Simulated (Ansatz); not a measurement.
# SnO (model structure, started from the zincblende type, F-43m, No. 216, 2 atoms in the cell): properties by level of theory

| level (code) | lattice parameter a (Å) | formation enthalpy (eV/atom) |
|---|---|---|
| PBE (Ansatz) | 5.477 | -0.821 |
| PBEsol (Ansatz) | ? | -0.819 |
| PBE-D3(BJ) (Ansatz) | 5.429 | ? |
| r²SCAN (Ansatz) | ? | ? |

Complete the blanks.


- PBEsol (Ansatz, an electronic-structure program), lattice parameter a (Å): 5.376
- PBE-D3(BJ) (Ansatz), formation enthalpy (eV/atom): -0.831
- r²SCAN (Ansatz), lattice parameter a (Å): 5.409
- r²SCAN (Ansatz), formation enthalpy (eV/atom): -0.785

Caveats: a distance lies near a switch of the dispersion term, which can move the cell (PBE-D3(BJ)). Ansatz's density-functional and Hartree–Fock values are scalar-relativistic unless marked +SOC, with PAW data made under PBE.

Static lattice: no zero-point or thermal effects.

A model structure was made by putting elements into a prototype or built by hand; it is no filed structure, need not be a known phase, and can be a saddle point held by its symmetry.
